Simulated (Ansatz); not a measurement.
Worked example: self-consistent single point of ScCd₃ (P6_3/mmc, 8 atoms in the cell) in Ansatz (an electronic-structure program).

Level of theory: LDA (PW92), PAW files made with PBE (plane waves; Ansatz).

The change in words: lattice scaled by 0.98. Reference geometry:
```yaml
crystal:
  lattice:
    - [6.35417, 0.00000, 0.00000]
    - [-3.17708, 5.50287, 0.00000]
    - [0.00000, 0.00000, 4.84750]
  atoms:
    - { symbol: Sc, position: [0.33333, 0.66667, 0.25000] }
    - { symbol: Sc, position: [0.66667, 0.33333, 0.75000] }
    - { symbol: Cd, position: [0.83410, 0.66820, 0.25000] }
    - { symbol: Cd, position: [0.16590, 0.33180, 0.75000] }
    - { symbol: Cd, position: [0.16590, 0.83410, 0.75000] }
    - { symbol: Cd, position: [0.83410, 0.16590, 0.25000] }
    - { symbol: Cd, position: [0.33180, 0.16590, 0.25000] }
    - { symbol: Cd, position: [0.66820, 0.83410, 0.75000] }
```

Reference input (self-consistent single point, DFT, LDA (PW92), plane waves, PAW files made with PBE): kpoints.mp_grid.grid = 4 4 5; hamiltonian.xc = lda; hamiltonian.pseudopotentials = {kind: paw} (the program's default PAW files); scf.occupations.method = gaussian; scf.occupations.width = 0.0073 Ry. This run's input differs from it in these lines:

```diff
@@ -3,5 +3,5 @@
   lattice:
-    - [6.354170, 0.000000, 0.000000]
-    - [-3.177085, 5.502873, 0.000000]
-    - [0.000000, 0.000000, 4.847500]
+    - [6.227087, 0.000000, 0.000000]
+    - [-3.113543, 5.392816, 0.000000]
+    - [0.000000, 0.000000, 4.750550]
   atoms:
```

Output, abridged:

```
SCF iter   1: F=—  HF=-52892.171122 eV  |F-HF|=—  |Δ(HF+E_count)|=         —  Δρ=7.66e-2  dr2=2.06e1  ethr=3.10e-3  ⟨swp⟩=4.8  Hψ=2996  notcnv=0  defer=8
all-band conjugate gradients solve this SCF's bands
preconditioner: auto → Kerker (q_TF=auto, 2.676 Å⁻¹)
SCF iter   2: F=—  HF=-52889.372750 eV  |F-HF|=—  |Δ(HF+E_count)|=    2.80e0  Δρ=3.65e-2  dr2=6.47e0  ethr=3.10e-3  ⟨swp⟩=2.1  Hψ=1734  notcnv=0  defer=80
   [... lines left out ...]
SCF iter   6: F=—  HF=-52887.958209 eV  |F-HF|=—  |Δ(HF+E_count)|=   3.64e-4  Δρ=2.78e-4  dr2=3.29e-4  ethr=1.33e-6  ⟨swp⟩=2.0  Hψ=1498  notcnv=0  defer=78
SCF iter   7: F=—  HF=-52887.958117 eV  |F-HF|=—  |Δ(HF+E_count)|=   9.17e-5  Δρ=6.27e-5  dr2=1.02e-5  ethr=2.31e-7  ⟨swp⟩=2.0  Hψ=1423  notcnv=0  defer=78
SCF iter   8: F=—  HF=-52887.958126 eV  |F-HF|=—  |Δ(HF+E_count)|=   8.73e-6  Δρ=1.64e-5  dr2=6.63e-7  ethr=7.22e-9  ⟨swp⟩=2.0  Hψ=1138  notcnv=0  defer=78
SCF iter   9: F=-52887.958126 eV  HF=-52887.958126 eV  |F-HF|=3.62e-8  |Δ(HF+E_count)|=   9.98e-8  Δρ=4.76e-6  dr2=5.40e-8  ethr=7.04e-11  ⟨swp⟩=10.0  Hψ=4368  notcnv=0
SCF 1 converged in 9 iterations: F = -52887.958126 eV  dr2 = 5.40e-8
Free energy (F): -52887.958126 eV
Internal energy: -52887.919776 eV  (E = F + TS)
E sigma→0 (E₀):  -52887.938951 eV
Entropy (-TS):   -0.038350 eV (-4.794 meV/atom)
Fermi energy:    14.688394 eV
--- Forces (eV/Å), atoms counted from 1 ---
  atom   1  Sc    -0.00000000     0.00000000     0.00000000
  atom   2  Sc     0.00000000    -0.00000000     0.00000000
  atom   3  Cd    -0.00000000    -0.03630669     0.00000000
  atom   4  Cd     0.00000000     0.03630669     0.00000000
  atom   5  Cd     0.03144251    -0.01815334     0.00000000
  atom   6  Cd    -0.03144251     0.01815334     0.00000000
  atom   7  Cd     0.03144251     0.01815334     0.00000000
  atom   8  Cd    -0.03144251    -0.01815334     0.00000000
--- Stress (GPa, compression-positive) ---
       -1.657563       0.000000       0.000000
        0.000000      -1.657563       0.000000
        0.000000       0.000000      -1.394938
  P = ⅓ Tr σ = -1.5700 GPa (-15.700 kbar)
  The stress holds the Pulay correction. Without it, at fixed plane waves, as pw.x and ABINIT print it: P = -1.5855 GPa
```

The run converged in 9 iterations. Against the reference run the free energy falls by 28.5 meV/atom, the pressure goes from -5.50 to -1.57 GPa and the largest force hardly changes (0.038 to 0.036 eV/Å).

The starting cell comes from a database of computed structures (which also holds hypothetical and non-ambient phases and stackings), without a prior relaxation at this level. For this run, on top of that: lattice scaled by 0.98. Ansatz's pressure includes its estimate of the finite-basis (Pulay) stress.

Keys are those of Ansatz 0.2.
